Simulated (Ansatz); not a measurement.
Density of states of CsPbCl$_{3}$ (Pm-3m) below the valence band maximum, Ansatz (a program for electronic structure) with r2SCAN with spin-orbit coupling, rigid bands; cell volume 182.6 Å³.

(energy from edge (eV), 10⁻³ states/eV/cell): (0.006, 7.55); (0.031, 17.7); (0.056, 24.9); (0.081, 32.8); (0.106, 38.4); (0.131, 45.2); (0.156, 50.9); (0.181, 59.2); (0.206, 65.4); (0.231, 73.9); (0.256, 81.8); (0.281, 90.1); (0.319, 104); (0.344, 113); (0.369, 123); (0.394, 134); (0.419, 145); (0.444, 158); (0.469, 173); (0.494, 187); (0.519, 203); (0.544, 221); (0.569, 240); (0.594, 259)

Problem. What effective density of states at 300 K does this give (∫ g(E) exp(−E/k_BT) dE, both spins, divided by the cell's size)?

Solution. 2.1e18 cm⁻³, a density-of-states mass of 0.192 mₑ, valleys and band degeneracy included.

Geometry: cell and atoms relaxed with r2SCAN.

CsPbCl3 (Pm-3m): a high-temperature phase held by its symmetry.
